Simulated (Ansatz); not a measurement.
Si (model structure, started from the lonsdaleite type, P6₃/mmc, No. 194, 4 atoms in the cell), treated with r²SCAN+rVV10 (Ansatz, a quantum-chemistry and plane-wave program, plane waves, PAW).

Run with plane-wave cutoff 560 eV, 18×18×10 k mesh (along the axes of the cell as run), Fermi–Dirac smearing 0.05 eV, scalar-relativistic PAW data made under PBE.

Cell (relaxed at this level):

```
CELL_PARAMETERS angstrom
      3.82537     0.00000     0.00000
     -1.91269     3.31287     0.00000
      0.00000     0.00000     6.33383
ATOMIC_POSITIONS crystal
  Si 0.33333 0.66667 0.06313
  Si 0.66667 0.33333 0.56313
  Si 0.66667 0.33333 0.93687
  Si 0.33333 0.66667 0.43687
```

Task: Predict the band gap.

Result: 
* **band gap**: 0.56 eV (on the SCF k mesh)

Note: the relaxation could raise the start's symmetry but not lower it, so the cell can be a saddle point.

Cost on a shared machine: very roughly 5 core-minutes.

A model structure was made by putting elements into a prototype or built by hand; it is no filed structure, need not be a known phase, and can be a saddle point held by its symmetry.
